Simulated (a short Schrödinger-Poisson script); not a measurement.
Stack: MOS inversion layer, SiO2 on p-type Si(100), at 400 K.

From the gate side: 2.7 nm SiO2; 890 nm Si, acceptors 2.3e17 cm⁻³.

Constants are typed, rounded textbook-type inputs, not results; the design itself was drawn at random and stands for no fabricated device. SiO2: permittivity 3.9, conduction-band edge (eV) 3.15, gap (eV) 9, electron mass (mₑ) 0.5. Si: permittivity 11.7, conduction-band edge (eV) 0, gap (eV) 1.124, Nv at 300 K (cm⁻³) 3.1e19.

Channel valleys (confinement mass, in-plane density-of-states mass, number): Δ2 0.916, 0.19, 2; Δ4 0.19, 0.417, 4. At the gate the conduction-band edge of layer 1 lies 3.34 eV − eVg above the Fermi level of the channel; the field vanishes at the back. Gaps are held at their typed values at every temperature. Mesh 0.03 nm at interfaces.

From a short Schrödinger-Poisson script (our own, NumPy): 1D Poisson equation in equilibrium, electrons quantum, Hartree (BenDaniel-Duke, 12 states a valley, the channel's in-plane mass for all, wave functions free to enter the dielectric), parabolic valleys, classical holes, full ionisation, no traps, pinning or gate leakage.

| Vg (V) | electrons (cm⁻²) | C (μF/cm²) | Δ2 E0 (meV from the Fermi level) | Δ4 E0 (meV from the Fermi level) |
|---|---|---|---|---|
| 0.1 | 1.51e9 | 0.157 | 323.2 | 358.3 |
| 0.2 | 1.64e10 | 0.196 | 239.2 | 275.9 |
| 0.3 | 1.28e11 | 0.434 | 166.7 | 205.2 |
| 0.4 | 4.55e11 | 0.718 | 120.8 | 161.8 |
| 0.5 | 9.34e11 | 0.863 | 93.4 | 137.4 |
| 0.6 | 1.49e12 | 0.938 | 74.9 | 121.8 |
| 0.7 | 2.08e12 | 0.984 | 60.9 | 110.7 |
| 0.8 | 2.70e12 | 1.01 | 49.6 | 102.1 |
| 0.9 | 3.34e12 | 1.04 | 40.1 | 95.2 |
| 1 | 3.99e12 | 1.05 | 31.8 | 89.4 |
| 1.1 | 4.65e12 | 1.07 | 24.5 | 84.4 |
| 1.2 | 5.32e12 | 1.08 | 17.8 | 80.0 |
| 1.3 | 6.00e12 | 1.09 | 11.7 | 76.1 |
| 1.4 | 6.68e12 | 1.10 | 6.1 | 72.5 |
| 1.5 | 7.36e12 | 1.10 | 0.9 | 69.3 |
| 1.6 | 8.05e12 | 1.11 | -4.1 | 66.3 |
| 1.7 | 8.75e12 | 1.11 | -8.8 | 63.4 |
| 1.8 | 9.45e12 | 1.12 | -13.2 | 60.8 |
| 1.9 | 1.01e13 | 1.12 | -17.5 | 58.3 |

Gate voltages with under 1e9 electrons/cm² are left out.

At Vg = 1.9 V the lowest Δ2 subband lies at -17.5 meV from the Fermi level. How many electrons does it hold, and what share of all?

The two-dimensional density of states is g m/(πħ²) = 1.59e11 cm⁻² meV⁻¹ (both spins), kT = 34.5 meV, so n = D kT ln(1 + exp(−E/kT)) = 5.35e12 cm⁻², 0.53 of the 1.01e13 cm⁻² in all.

Compare the slope of the sheet density between 1.7 and 1.9 V with the geometric capacitance of the layers between gate and channel.

q Δn/ΔV = 1.08 μF/cm²; ε0/Σ(t/ε) = 1.28 μF/cm². The ratio is 0.85: the channel acts as a further capacitance in series.
